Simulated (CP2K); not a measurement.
A self-consistent single point of PtAl2 (Fm-3m, 3 atoms in the cell) with CP2K.

Method: PBE, GPW, DZVP-MOLOPT-SR-GTH basis, GTH-PBE potentials (GTH_POTENTIALS) (CP2K 2026.2).

```xyz
3
Lattice="4.2091 0.0000 0.0000 2.1045 3.6452 0.0000 2.1045 1.2151 3.4367" Properties=species:S:1:pos:R:3 pbc="T T T"
Al     2.1045     1.2151     0.8592
Al     6.3136     3.6452     2.5775
Pt     0.0000     0.0000     0.0000
```

Reference input (self-consistent single point, DFT PBE, GPW, DZVP-MOLOPT-SR-GTH basis, GTH-PBE potentials (GTH_POTENTIALS)): CUTOFF = 500 Ry; REL_CUTOFF = 50 Ry; SMEAR/METHOD = FERMI_DIRAC; ELECTRONIC_TEMPERATURE = 1160.45 K; KPOINTS/SCHEME = MONKHORST-PACK 7 7 7; XC_FUNCTIONAL = PBE; Al/BASIS_SET = DZVP-MOLOPT-SR-GTH; Al/POTENTIAL = GTH-PBE-q3; Pt/BASIS_SET = DZVP-MOLOPT-SR-GTH; Pt/POTENTIAL = GTH-PBE-q18; METHOD = GPW; EPS_DEFAULT = 1e-10. This run's input differs from it in these lines:

```diff
@@ -40,3 +40,4 @@
     &KPOINTS
-      SCHEME MONKHORST-PACK 7 7 7
+      SCHEME MONKHORST-PACK 8 8 8
+      GAMMA_CENTERED T
     &END KPOINTS
```

Log, with long lists cut:

```
 SCF WAVEFUNCTION OPTIMIZATION

  Step     Update method      Time    Convergence         Total energy    Change
     1 NoMix/Diag. 0.20E+00      -     1.30698540      -125.0121385513 -1.25E+02
     2 Broy./Diag. 0.20E+00      -     0.03160732      -126.3438257394 -1.33E+00
     3 Broy./Diag. 0.20E+00      -     0.07337021      -125.4895611889  8.54E-01
     4 Broy./Diag. 0.20E+00      -     0.01398635      -124.4716506451  1.02E+00
     5 Broy./Diag. 0.20E+00      -     0.00976291      -124.3519498784  1.20E-01
     6 Broy./Diag. 0.20E+00      -     0.00210170      -124.4404456125 -8.85E-02
   [... 4 lines left out ...]
    11 Broy./Diag. 0.20E+00      -     0.00012327      -124.4322428795 -2.11E-03
    12 Broy./Diag. 0.20E+00      -     0.00002035      -124.4321160079  1.27E-04
    13 Broy./Diag. 0.20E+00      -     0.00002124      -124.4320774932  3.85E-05
    14 Broy./Diag. 0.20E+00      -     0.00000085      -124.4320741643  3.33E-06
  *** SCF run converged in    14 steps ***

  Overlap energy of the core charge distribution:               0.00000000003953
  Self energy of the core charge distribution:               -194.08121674042818
  Core Hamiltonian energy:                                     42.90728248668796
  Hartree energy:                                              40.09136984920336
  Exchange-correlation energy:                                -13.34781504065901
  Electronic entropic energy:                                  -0.00169471946859
  Fermi energy:                                                 0.30920781113623

  Total energy:                                              -124.43207416430137
  Total energy (extrapolated to T->0):                       -124.43122680456707

                     Mulliken Population Analysis

   [... lines left out ...]

 STRESS| Analytical stress tensor [bar]
 STRESS|                        x                   y                   z
 STRESS|      x       -4.18208700903E+03  -1.29277037173E-03  -9.13719417489E-04
 STRESS|      y       -1.29277037173E-03  -4.18108586828E+03   2.52837842050E-01
 STRESS|      z       -9.13719417489E-04   2.52837842050E-01  -4.18081987428E+03
 STRESS| 1/3 Trace                                            -4.18133091720E+03
```

The run converged in 14 iterations. Against the reference run the free energy rises by 3.1 meV/atom and the pressure moves little (-0.46 to -0.42 GPa).

The starting cell has typed, rounded lattice constants, without a prior relaxation at this level. Its lattice was rescaled by a random factor within 2.5 % of one. Spin polarisation is off. Values carry the incompleteness of an atom-centred basis.

Cost on one core of a shared machine: roughly 70 s.
